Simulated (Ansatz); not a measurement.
Worked example: self-consistent single point of MoPt2 (Imm2, 3 atoms in the cell) in Ansatz (a first-principles code).

Method: PBEsol, default PAW files made with PBE (plane waves; Ansatz).

```yaml
crystal:
  lattice:
    - [-1.38564, 1.99198, 4.17727]
    - [1.38564, -1.99198, 4.17727]
    - [1.38564, 1.99198, -4.17727]
  atoms:
    - { symbol: Mo, position: [0.00598, 0.00598, 0.00000] }
    - { symbol: Pt, position: [0.66334, 0.66334, 0.00000] }
    - { symbol: Pt, position: [0.33666, 0.33666, 0.00000] }
```

Reference input (self-consistent single point, DFT, PBEsol, plane waves, default PAW files made with PBE): basis.ecutwfc = 420 eV; kpoints.mp_grid.grid = 8 8 8; hamiltonian.xc = pbesol; hamiltonian.pseudopotentials = {kind: paw} (the program's default PAW files); scf.occupations.method = gaussian; scf.occupations.width = 0.1 eV. This run's input differs from it in these lines:

Ansatz 0.2 input:
```diff
@@ -11,3 +11,3 @@
 basis:
-  ecutwfc: 420.0
+  ecutwfc: 190.0
 kpoints:
```

Output, abridged:

```
SCF iter   1: F=—  HF=-29633.888065 eV  |F-HF|=—  |Δ(HF+E_count)|=         —  Δρ=1.78e-1  dr2=9.47e0  ethr=1.77e-3  ⟨swp⟩=4.5  Hψ=9091  notcnv=0
all-band conjugate gradients solve this SCF's bands
preconditioner: auto → Kerker (q_TF=auto, 2.765 Å⁻¹)
SCF iter   2: F=—  HF=-29631.141402 eV  |F-HF|=—  |Δ(HF+E_count)|=    2.75e0  Δρ=9.32e-2  dr2=2.33e0  ethr=1.77e-3  ⟨swp⟩=2.0  Hψ=6415  notcnv=0  defer=45
   [... lines left out ...]
SCF iter   4: F=—  HF=-29630.220472 eV  |F-HF|=—  |Δ(HF+E_count)|=   1.09e-4  Δρ=1.42e-3  dr2=4.45e-4  ethr=4.50e-5  ⟨swp⟩=2.0  Hψ=4049  notcnv=0  defer=36
SCF iter   5: F=—  HF=-29630.220448 eV  |F-HF|=—  |Δ(HF+E_count)|=   2.41e-5  Δρ=2.05e-4  dr2=1.75e-5  ethr=8.90e-7  ⟨swp⟩=1.0  Hψ=2813  notcnv=0  defer=36
SCF iter   6: F=—  HF=-29630.220508 eV  |F-HF|=—  |Δ(HF+E_count)|=   6.03e-5  Δρ=5.07e-5  dr2=1.62e-6  ethr=3.51e-8  ⟨swp⟩=2.0  Hψ=3927  notcnv=0  defer=36
SCF iter   7: F=-29630.220508 eV  HF=-29630.220508 eV  |F-HF|=3.61e-8  |Δ(HF+E_count)|=   1.48e-7  Δρ=8.73e-6  dr2=5.10e-8  ethr=2.00e-10  ⟨swp⟩=4.5  Hψ=10100  notcnv=0
SCF 1 converged in 7 iterations: F = -29630.220508 eV  dr2 = 5.10e-8
Free energy (F): -29630.220508 eV
Internal energy: -29630.210134 eV  (E = F + TS)
E sigma→0 (E₀):  -29630.215321 eV
Entropy (-TS):   -0.010374 eV (-3.458 meV/atom)
Fermi energy:    22.557269 eV
--- Forces (eV/Å), atoms counted from 1 ---
  atom   1  Mo     0.00000000     0.00000000     0.53828276
  atom   2  Pt     0.00000000     0.00000000    -0.62207640
  atom   3  Pt     0.00000000     0.00000000     0.08378927
--- Stress (GPa, compression-positive) ---
      -23.921726       0.000000       0.000000
        0.000000     -21.599535       0.000000
        0.000000       0.000000     -21.323297
  P = ⅓ Tr σ = -22.2815 GPa (-222.815 kbar)
  The stress holds the Pulay correction. Without it, at fixed plane waves, as pw.x and ABINIT print it: P = -547.0104 GPa
```

The run converged in 7 iterations. Against the reference run the free energy goes up by 12.0 eV/atom, the pressure goes from -9.19 to -22.28 GPa and the largest force goes from 0.315 to 0.622 eV/Å.

The starting cell comes from a database of computed structures (which also holds hypothetical and non-ambient phases and stackings), without a prior relaxation at this level. Its lattice was rescaled by up to half a per cent. One atom was moved a little off its site on purpose. Spin polarisation is off. Ansatz's pressure includes its estimate of the finite-basis (Pulay) stress. Without the estimate this run gives -547.01 GPa. The cutoff lies below the one recommended for these files.
